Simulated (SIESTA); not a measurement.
Input and output of a self-consistent single point for Rb3IrF6 (P1, 10 atoms in the cell) (SIESTA).

Method of the run: LDA PW92, numerical atomic orbitals DZP, PseudoDojo LDA standard norm-conserving potentials (rewritten from UPF to PSML) in SIESTA 5.4.2.

```
CELL_PARAMETERS angstrom
      0.00000     4.66664     4.66664
      4.66664     0.00000     4.66664
      4.66664     4.66664     0.00000
ATOMIC_POSITIONS crystal
  Rb 0.25015 0.25575 0.24094
  Rb 0.75178 0.75176 0.74889
  Rb 0.50246 0.49505 0.50035
  Ir 0.99933 0.99788 0.00368
  F  0.22814 0.21392 0.78519
  F  0.77953 0.78533 0.21798
  F  0.78176 0.21871 0.22253
  F  0.21647 0.78276 0.78019
  F  0.21059 0.78104 0.22373
  F  0.77979 0.21779 0.77653
```

Reference input (self-consistent single point, DFT, LDA PW92, numerical atomic orbitals DZP, PseudoDojo LDA standard norm-conserving potentials (rewritten from UPF to PSML)): XC.functional = LDA; XC.authors = PW92; potentials = PseudoDojo LDA standard; PAO.BasisSize = DZP; PAO.EnergyShift = 0.01 Ry; MeshCutoff = 400 Ry; kgrid.MonkhorstPack = 3 3 3; OccupationFunction = MP; OccupationMPOrder = 0; ElectronicTemperature = 20 meV; MaxSCFIterations = 150; SCF.Mixer.Method = Pulay. This run's input differs from it in these lines:

```diff
@@ -37,5 +37,5 @@
 %block kgrid.MonkhorstPack
-    3   0   0  0.0
-    0   3   0  0.0
-    0   0   3  0.0
+    6   0   0  0.0
+    0   6   0  0.0
+    0   0   6  0.0
 %endblock kgrid.MonkhorstPack
```

The program printed (abridged):

```
        iscf     Eharris(eV)        E_KS(eV)     FreeEng(eV)     dDmax    Ef(eV) dHmax(eV)
   scf:    1    -9267.774053    -9318.671822    -9318.690290  1.531158 -1.371295 35.627759
   scf:    2    -9366.079101    -9348.196443    -9348.196443  0.391293 -3.285165 13.106202
   scf:    3    -9354.780612    -9351.880985    -9351.880985  0.278991 -3.767481  7.107328
   scf:    4    -9353.343058    -9353.313659    -9353.313659  0.315773 -3.828151  1.249463
   scf:    5    -9351.748963    -9352.915014    -9352.915014  0.113525 -3.390113  3.809021
   [... 5 lines left out ...]
   scf:   11    -9353.488851    -9353.488831    -9353.488831  0.000783 -4.111443  0.014288
   scf:   12    -9353.488838    -9353.488836    -9353.488836  0.000370 -4.109226  0.001758
   scf:   13    -9353.488835    -9353.488836    -9353.488836  0.000118 -4.108521  0.001730
   scf:   14    -9353.488836    -9353.488836    -9353.488836  0.000053 -4.108853  0.000076
SCF Convergence by DM+H criterion
max |DM_out - DM_in|         :     0.0000532242
max |H_out - H_in|      (eV) :     0.0000755252
SCF cycle converged after 14 iterations

Using DM_out to compute the final energy and forces

siesta: E_KS(eV) =            -9353.4888

siesta: E_KS - E_eggbox =     -9353.4888

siesta: Atomic forces (eV/Ang):
     1    0.001910    0.057189   -0.042323
     2   -0.004339   -0.024880    0.007789
     3    0.129102   -0.137656    0.108750
     4   -0.046269   -0.804072    0.674853
     5    0.021659   -0.041751   -1.105255
     6   -0.011321    0.001159    0.393810
     7   -0.896857    0.005971   -0.029637
     8    0.742266    0.084402   -0.059684
     9   -0.008552   -0.329131    0.007704
    10    0.067729    1.200429    0.032468
   Tot   -0.004672    0.011660   -0.011525
   Max    1.200429
   [... lines left out ...]
siesta: FreeEng =     -9353.488836
siesta: Cell volume =        203.255122 Ang**3
siesta:         -55.01738327        -88.86279814  kBar
   [... lines left out ...]

Mulliken Atomic Populations:
Atom #   charge [q] valence [e]  Species
     1     0.224762    8.775238  Rb
     2     0.223944    8.776056  Rb
     3     0.831457    8.168543  Rb
     4     0.871474   16.128526  Ir
     5    -0.360636    7.360636  F
     6    -0.356997    7.356997  F
     7    -0.361444    7.361444  F
     8    -0.355012    7.355012  F
     9    -0.356752    7.356752  F
    10    -0.360798    7.360798  F
 Total    -0.000000
```

The run converged in 14 iterations. Against the reference run the free energy hardly moves (within 1 meV/atom), the pressure goes from -5.62 to -5.50 GPa, the largest force stays at 1.203 eV/Å and the gap on the mesh goes from 1.761 to 1.745 eV.

The starting cell comes from a database of computed structures (which also holds hypothetical and non-ambient phases and stackings), without a prior relaxation at this level. Its atoms were displaced at random from the sites of space group no. 225. Spin-orbit coupling is off. Values carry the incompleteness of an atom-centred basis. The basis of the alkali or alkaline-earth atoms may lack their empty d shell, which can raise the gap. With a pressure of about -6 GPa the cell is away from its equilibrium volume at this level. Forces in this geometry exceed 1 eV/Å.

Cost on one core of a shared machine: roughly 2 min.
